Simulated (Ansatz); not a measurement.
The reference is ZrO2 in the anatase structure (space group I4_1/amd, No. 141; a = 3.999 Å, c = 10.650 Å; a cell from a computed database, its experimental status unchecked).

Modification: cell and atoms relaxed at a pressure of 5 GPa.

Levels (all Ansatz, a quantum-chemistry and plane-wave program, PAW): PBEsol (420 eV, no spin-orbit coupling); HSE06 (420 eV, no spin-orbit coupling).

The geometry is relaxed with PBEsol.

| Quantity | Result |
|---|---|
| PBEsol band gap | 3.93 eV |

Problem. Predict the band gap from HSE06.

Solution. The band gap goes up by 1.70 eV (3.93 eV → 5.63 eV).

Single points use the geometry relaxed with PBEsol. HSE06 was sampled on its mesh, a few special points and the semilocal edge points, so its gap is an upper bound. Load acts through the strain it causes; cell and atoms are relaxed under it. Stability against distortions was not tested. No other phases were tried under pressure. This is not the structure that ZrO2 has at room temperature and ambient pressure.
